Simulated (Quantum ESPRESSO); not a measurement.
Troubleshooting Quantum ESPRESSO: a failed run on SnS (Fm-3m, 2 atoms in the cell). The aim is a self-consistent single point with DFT, LDA (PZ), plane waves, GBRV 1.5 ultrasoft (LDA) pseudopotentials.

Cell that was meant: a = 4.1087 Å, b = 4.1087 Å, c = 4.1087 Å, α = 60.00°, β = 60.00°, γ = 60.00°.

Part of the input:

```fortran
    celldm(1) = 7.7643587992
    nat = 2
    ntyp = 2
    occupations = 'smearing'
    smearing = 'gauss'
    degauss = 0.019992
/
```

The program printed (abridged):

```
 %%%%%%%%%%%%%%%%%%%%%%%%%%%%%%%%%%%%%%%%%%%%%%%%%%%%%%%%%%%%%%%%%%%%%%%%%%%%%%
     Error in routine set_cutoff (1):
      ecutwfc not set
 %%%%%%%%%%%%%%%%%%%%%%%%%%%%%%%%%%%%%%%%%%%%%%%%%%%%%%%%%%%%%%%%%%%%%%%%%%%%%%

     stopping ...
```

Q: Read the log: what does the program object to, and what is the fix?

A: The fault is no plane-wave cutoff. The cutoff has no default. To fix it, give the cutoff. The program stopped before any SCF iteration.

An input that runs soundly differs in these lines (not the only fix; some lines may just follow from the change or write a value another way):
```diff
+    ecutwfc = 40
+    ecutrho = 200
```

With that input, the run converged in 10 iterations: free energy E − TS -2490.4982 eV; pressure -3.98 GPa (DFT, LDA (PZ), plane waves, GBRV 1.5 ultrasoft (LDA) pseudopotentials).

On the sound input: the starting cell comes from a database of computed structures (which also holds hypothetical and non-ambient phases and stackings), without a prior relaxation at this level. With a pressure of about -4 GPa the cell is away from its equilibrium volume at this level. A gap is left out here, as mesh or smearing make it unsure.
